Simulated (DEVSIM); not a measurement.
System: Si/Ge p-n heterojunction, at 350 K.

Layer 1 from the left is Si, thickness (μm) 0.0860, Na (cm⁻³) 1.5e18, τn (s) 7.9e-7, τp (s) 7.9e-7. Layer 2 from the left is Ge, thickness (μm) 0.300, Nd (cm⁻³) 2.8e15, τn (s) 7.9e-7, τp (s) 7.9e-7.

Left contact: ohmic. Right contact: ohmic. Voltage is applied to the left contact. Recombination: SRH at mid-gap, Auger. Mobility is μmin + (μ − μmin)/(1 + (N/Nref)^α).

This is a model device: material constants are rounded textbook-type values typed into the input, and sizes, dopings and lifetimes were drawn at random. Values at 300 K; Nc and Nv go as T^1.5, mobilities as T to minus their exponent, the gap by Varshni's rule with the affinity fixed.

Si: gap (eV) 1.124, affinity (eV) 4.05, permittivity 11.7, Nc (cm⁻³) 2.86e19, Nv (cm⁻³) 3.1e19, μn (cm²/Vs) 1417, μp (cm²/Vs) 470, μn,min 52, μp,min 45, Nref,n 9.7e16, Nref,p 2.2e17, αn 0.68, αp 0.72, T exponent of μn 2.3, T exponent of μp 2.2, Cn (cm⁶/s) 2.8e-31, Cp (cm⁶/s) 9.9e-32, Varshni α (eV/K) 0.000473, Varshni β (K) 636. Ge: gap (eV) 0.664, affinity (eV) 4, permittivity 16, Nc (cm⁻³) 1.04e19, Nv (cm⁻³) 6e18, μn (cm²/Vs) 3900, μp (cm²/Vs) 1900, μn,min 150, μp,min 100, Nref,n 2.6e17, Nref,p 4e17, αn 0.56, αp 0.6, T exponent of μn 1.66, T exponent of μp 2.33, Cn (cm⁶/s) 1e-31, Cp (cm⁶/s) 1e-31, Varshni α (eV/K) 0.000477, Varshni β (K) 235.

Model (solved in DEVSIM): 1D drift-diffusion, Boltzmann statistics, complete ionisation; no tunnelling, impact ionisation, image-force lowering or self-heating. Band offsets follow the typed affinities; no thermionic-emission limit at abrupt steps, no polarisation charge.

What does the simulation give for the potential step across the device at zero bias, the dark forward voltage at 100 A/cm², the largest field in the device at zero bias?

potential step across the device at zero bias 0.808 V; dark forward voltage at 100 A/cm² 0.129 V; largest field in the device at zero bias 410000 V/cm.
